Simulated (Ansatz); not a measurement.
# Quartz-high SiO2 (high-temperature phase)

Level of theory: r²SCAN (plane waves, PAW; Ansatz, a quantum-chemistry and plane-wave program).

Settings: plane-wave cutoff 560 eV, 12×12×6 k mesh (along the axes of the cell as run), Fermi–Dirac smearing 0.01 eV, scalar-relativistic PAW data made under PBE.

Cell (relaxed at this level):

Space group P6₄22 (No. 181); a = 5.0598 Å, b = 5.0598 Å, c = 5.5413 Å, α = 90.00°, β = 90.00°, γ = 120.00°

| atom | site | symmetry | x | y | z |
|---|---|---|---|---|---|
| Si | 3c | 222 | 0.5000 | 0.0000 | 0.0000 |
| O | 6j | ..2 | 0.2083 | 0.4165 | 0.5000 |

For quartz-high SiO2 (high-temperature phase), the band gap is 6.30 eV (on the SCF k mesh).

Note: symmetry holds this phase in the static calculation, where it need not be a minimum; held by symmetry at 0 K, a high-temperature phase can be a saddle point.

Static lattice: no zero-point or thermal effects.
